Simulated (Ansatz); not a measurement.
Input:

```
MnO
1.0
    0.00000     2.22033     2.22033
    2.22033     0.00000     2.22033
    2.22033     2.22033     0.00000
O Mn
1 1
Cartesian
  0.00000   0.00000   0.00000
  2.22033   2.22033   2.22033
```

Spin-polarised, with starting moments of sign O+ Mn+.

Computed with PBE/PAW in Ansatz (a first-principles code), without spin-orbit coupling. Γ-centred 18×18×18 mesh, Fermi–Dirac width 0.05 eV.

Problem. Predict the band gap, largest site moment and space group.

Solution. 
- Band gap = zero
- Largest site moment = 4.03 μB
- Space group = Fm-3m (No. 225)

Whether these cells are dynamically stable was not tested. No Hubbard U is applied and the magnetic state is the run's own (MnO ferromagnetic); small cells can't hold the antiferromagnetic order that many such compounds have, so gaps and moments can be off. The cell was made from NiO by this change: Ni → Mn. In its common phase, real MnO is an antiferromagnetic insulator at low temperature.
